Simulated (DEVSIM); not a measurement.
Device: TaN/AlN/n-GaSb capacitor, at 300 K.

```tsv
layer (left to right)	material	thickness (nm)	Nd (cm⁻³)
1	AlN	2.00	-
2	GaSb	7900	5.8e15
```

Metal gate on the left, work function 4.4 eV. Fixed charge at the semiconductor interface 3e11 cm⁻² (in units of +e); interface traps 1e12 cm⁻² eV⁻¹, uniform in energy, neutral level at 0.5 of the gap above the valence band.

Constants are typed, rounded textbook-type inputs, not results; the design itself was drawn at random and stands for no fabricated device. Values at 300 K.

```tsv
parameter	AlN	GaSb
gap (eV)	6.1	0.726
affinity (eV)	1.9	4.06
permittivity	8.5	15.7
Nc (cm⁻³)	-	2.1e17
Nv (cm⁻³)	-	1.8e19
```

Simulated with DEVSIM: 1D Poisson equation in equilibrium, Boltzmann statistics, complete ionisation; no quantum confinement or tunnelling. Metal contacts follow the ideal Schottky-Mott rule: no Fermi-level pinning, no interface dipoles.

Task: Tabulate band edges, carrier densities and field at -0.1 V on the gate.

Result: Energies count from the Fermi level of the right contact; mesh points crowd at the junctions.

```csv
x (μm),Ec (eV),Ev (eV),n (cm⁻³),p (cm⁻³),field (V/cm)
0.000,2.600,-3.500,< 1e2,< 1e2,-110000
0.0008535,2.590,-3.510,< 1e2,< 1e2,-110000
0.001674,2.581,-3.519,< 1e2,< 1e2,-110000
0.002704,0.416,-0.310,2.1e10,1.1e14,-20000
0.006172,0.409,-0.317,2.8e10,8.6e13,-20000
0.01247,0.397,-0.329,4.5e10,5.3e13,-19000
0.02706,0.370,-0.356,1.3e11,1.8e13,-18000
0.07583,0.288,-0.438,3.0e12,7.9e11,-15000
0.1643,0.181,-0.545,1.9e14,1.3e10,-9200
0.3574,0.099,-0.627,4.5e15,5.4e8,-1000
0.8050,0.093,-0.633,5.8e15,4.1e8,≈ 0
2.300,0.093,-0.633,5.8e15,4.1e8,≈ 0
4.787,0.093,-0.633,5.8e15,4.1e8,≈ 0
6.474,0.093,-0.633,5.8e15,4.1e8,≈ 0
7.403,0.093,-0.633,5.8e15,4.1e8,≈ 0
7.681,0.093,-0.633,5.8e15,4.1e8,≈ 0
7.801,0.093,-0.633,5.8e15,4.1e8,≈ 0
7.856,0.093,-0.633,5.8e15,4.1e8,≈ 0
7.887,0.093,-0.633,5.8e15,4.1e8,≈ 0
7.896,0.093,-0.633,5.8e15,4.1e8,≈ 0
7.900,0.093,-0.633,5.8e15,4.1e8,≈ 0
7.902,0.093,-0.633,5.8e15,4.1e8,≈ 0
```
